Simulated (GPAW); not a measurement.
Band structure of CdF₂ (Fm-3m, 3 atoms in the cell).

```
CdF2
1.0
    0.00000     2.69500     2.69500
    2.69500     0.00000     2.69500
    2.69500     2.69500     0.00000
Cd F
1 2
Direct
  0.00000   0.00000   0.00000
  0.25000   0.25000   0.25000
  0.75000   0.75000   0.75000
```

Method of the run: PBE, GPAW PAW datasets PBE (gpaw-data 1.0.1) (plane waves; GPAW).

Settings: mode = pw; ecut = 900 eV; xc = PBE; kpts = 7 7 7; mesh shift (steps) = 0 0 0; occupations.name = fermi-dirac; occupations.width = 0.05 eV; nbands = -6; convergence.forces = 0.001 eV/Å; convergence.bands = -4; symmetry.symmorphic = false; symmetry.tolerance = 0.0005; maxiter = 150; bandpath_npoints = 40.

The starting cell has typed, rounded lattice constants, without a prior relaxation at this level.

Problem. Predict the gap along the standard path and the places of the band edges.

Solution. The gap along the path is 3.07 eV, from W to Γ; the smallest direct gap on it is 3.54 eV.

Levels in eV from the top of the valence band on the SCF mesh, bands 10 to 17:
```csv
point,10,11,12,13,14,15,16,17
Γ,-0.94,-0.41,-0.41,-0.41,3.12,12.71,12.71,12.71
X,-2.92,-0.47,-0.03,-0.03,8.06,9.68,11.99,14.30
W,-1.48,-1.48,-0.56,0.06,8.13,11.55,11.71,11.71
K,-2.25,-0.91,-0.30,-0.14,8.02,10.77,11.18,14.49
L,-1.80,-1.80,-0.32,-0.32,7.23,9.19,14.51,14.51
U,-2.25,-0.91,-0.30,-0.14,8.02,10.77,11.18,14.49
```
